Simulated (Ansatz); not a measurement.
An Ansatz (a first-principles code) input (plane-wave PAW DFT at the r2SCAN level (Ansatz, 500 eV), without spin-orbit coupling):

Ansatz 0.2 input:
```yaml
crystal:
  lattice:
    - [4.150424472, -0.0308543765, -0.0664084262]
    - [-0.0308543765, 4.0592916779, 0.0441360617]
    - [-0.0664084262, 0.0441360617, 4.0515270003]
  atoms:
    - { symbol: Al, position: [0, 0.5, 0.5] }
    - { symbol: Al, position: [0.5, 0.5, 0] }
    - { symbol: Al, position: [0.5, 0, 0.5] }
    - { symbol: Sc, position: [0, 0, 0] }
basis: { ecutwfc: 500, ecutrho_ratio: 4, xc_grid: 4, fft_grid_basis: typed }
kpoints: { mp_grid: { grid: [14, 14, 14] } }
hamiltonian:
  xc: r2scan
  dispersion: none
  pseudopotentials: { kind: paw }
scf: { occupations: { method: fermi_dirac, width: 0.1 }, convergence: { dr2_threshold: 0.0000000004 } }
relax: { f_tol: 0.005, max_steps: 50 }
output: { forces: true, stress: true }
checkpoint: { write: state.ck, write_every: 1000 }
```

Which symmetry and how many k-points will the program report, and about how many plane waves at Γ?

Space group P-1 (ITA 2) with 2 operations, k-points 1376 of 2744, and 1763 plane waves at Γ.

And the final pressure?

0.25 GPa (compression positive).

The cells carry an imposed strain or load. Whether these cells are dynamically stable was not tested. The final runs are not spin-polarised. The cell was made from ScAl3 in the Cu3Au type structure (space group Pm-3m, No. 221) by this change: strain tensor (xx, yy, zz, yz, xz, xy) = (+1.56, −0.67, −0.86, +1.08, −1.63, −0.76) %.
